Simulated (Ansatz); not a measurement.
Pressure series in ZnSe

Consider ZnSe in the zinc blende structure (space group F-43m, No. 216; a = 5.666 Å).

Cell and atoms are relaxed at each pressure.

Calculations: r2SCAN (Ansatz, a program for electronic structure, PAW, no SOC).

```
P (GPa)  V (Å³/atom)
-------  -----------
-1.99         23.486
-0.99         23.090
0.90          22.427
2.10          22.055
4.51          21.397
8.99          20.397
15.00         19.354
22.49         18.348
29.99         17.549
```

A third-order Birch–Murnaghan fit to these points gives V₀ = 22.73 Å³/atom, B₀ = 65 GPa and B₀′ = 4.4. At pressure 30 GPa the volume is 77.2 % of V₀.

Measured bulk modulus of ZnSe: 62.4 GPa (temperature not stated; as listed in Cormac Toher et al., Physical Review Materials (2017)); the computed value is for a static lattice, so the two differ by thermal effects too.

Between the base and pressure 4.5 GPa the gap moves from 1.87 eV to 2.13 eV, a mean slope of 59 meV/GPa.

Load acts through the strain it causes; cell and atoms are relaxed under it. No phonon test of stability was made. Measured, ZnSe leaves this structure (for rock salt) near 13 GPa (temperature not stated; as listed in M. Köfferlein et al., Hyperfine Interactions (1994)).
